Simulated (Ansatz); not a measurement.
**A computed series for SiC: response to strain**

The parent structure is SiC in the wurtzite structure (space group P6_3mc, No. 186).

```cif
data_C2Si2
_chemical_formula_sum 'Si2 C2'
_space_group_name_H-M_alt 'P63mc'
_space_group_IT_number 186
_space_group_name_Hall 'P 6c -2c'
_cell_length_a 3.05640
_cell_length_b 3.05640
_cell_length_c 5.01582
_cell_angle_alpha 90.000
_cell_angle_beta 90.000
_cell_angle_gamma 120.000
loop_
_atom_site_label
_atom_site_type_symbol
_atom_site_symmetry_multiplicity
_atom_site_Wyckoff_symbol
_atom_site_fract_x
_atom_site_fract_y
_atom_site_fract_z
_atom_site_occupancy
Si1 Si 2 b 0.66667 0.33333 0.49959 1
C1 C 2 b 0.33333 0.66667 0.37541 1
```

Strains are applied to the cell and any free atomic positions relax.

Level of theory: LDA in Ansatz (plane waves to 420 eV, PAW, scalar-relativistic without spin-orbit coupling).

| isotropic strain (%) | band gap (eV) |
|---|---|
| 0 | 2.13 |
| 0.6 | ? |
| 1.2 | 2.19 |
| 1.8 | 2.23 |
| 2.4 | 2.26 |
| 3 | 2.29 |

Problem. Fit E_g = E₀ + Dε (ε in %) to the rows shown and predict the withheld row.

Solution. Least squares on the printed values gives E₀ = 2.13 eV, D = 54.1 meV per % of strain (largest residual 0.00 eV); this predicts 2.16 eV, and the run gives 2.16 eV, in agreement.

Whether these cells are dynamically stable was not tested.

Ansatz is an electronic-structure program.
